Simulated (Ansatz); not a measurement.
The starting structures come from a database of crystals and need not be the phases stable at ambient conditions.

 Where the default PAW files enter, the runs use the earlier of Ansatz's two default sets.

By PBEsol, the system below comes out a metal.

The ballistic (Sharvin) conductance counts the channels at the Fermi level: G/A = (e²/h) × channels of both spins per area.

Consider the following.

```xyz
4
Lattice="2.5308 0.0000 0.0000 0.0000 8.2618 0.0000 1.2654 0.0000 2.1260" Properties=species:S:1:pos:R:3 pbc="T T T"
Cu     0.0000     0.0000     0.0000
Cu     0.0000     4.1309     0.0000
Cu     1.2654     6.1964     0.7086
Cu     2.5308     2.0655     1.4173
```

Space group of this cell: Cmcm. The cell is strained (lengths along the current scaled by 0.97, ions clamped); by PBEsol its mean pressure is 3.3 GPa.

The current flows along the normal of the first two printed cell vectors. No spin-orbit coupling; the value is a mean over 0.1 eV about the Fermi level.

### Question
Predict the ballistic conductance per area from PBEsol (Ansatz, a quantum-chemistry and plane-wave program).

### Answer
1.1 × 10¹⁵ S/m² for both spins.
